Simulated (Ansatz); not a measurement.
## A computed series for BaF2: pressure series

Consider BaF2 (space group Pnma, No. 62; a cell from a computed database, its experimental status unchecked).

```
CELL_PARAMETERS angstrom
      6.64296     0.00000     0.00000
      0.00000     4.01344     0.00000
      0.00000     0.00000     7.85734
ATOMIC_POSITIONS crystal
  Ba 0.24983 0.75000 0.11451
  Ba 0.75017 0.25000 0.88549
  Ba 0.25017 0.25000 0.61451
  Ba 0.74983 0.75000 0.38549
  F  0.02779 0.25000 0.33293
  F  0.97221 0.75000 0.66707
  F  0.47221 0.75000 0.83293
  F  0.52779 0.25000 0.16707
  F  0.64127 0.25000 0.57025
  F  0.35873 0.75000 0.42975
  F  0.85873 0.75000 0.07025
  F  0.14127 0.25000 0.92975
```

Cell and atoms are relaxed at each pressure.

Computed with plane-wave PAW DFT at the PBEsol level (Ansatz, a quantum-chemistry and plane-wave program, 420 eV), spin-orbit coupling left out.

Candidates:
(a) pressure 0.3 GPa
(b) pressure 5 GPa
(c) pressure −1 GPa
(d) pressure 10 GPa

For the base:

| Quantity | Value |
|---|---|
| Band gap | 7.06 eV |

Q: Order them by band gap, lowest first.

A: (c) pressure −1 GPa (7.02 eV), (a) pressure 0.3 GPa (7.06 eV), (b) pressure 5 GPa (7.11 eV), (d) pressure 10 GPa (7.20 eV)

Load acts through the strain it causes; cell and atoms are relaxed under it. Whether these cells are dynamically stable was not tested. Competing high-pressure phases were not computed.
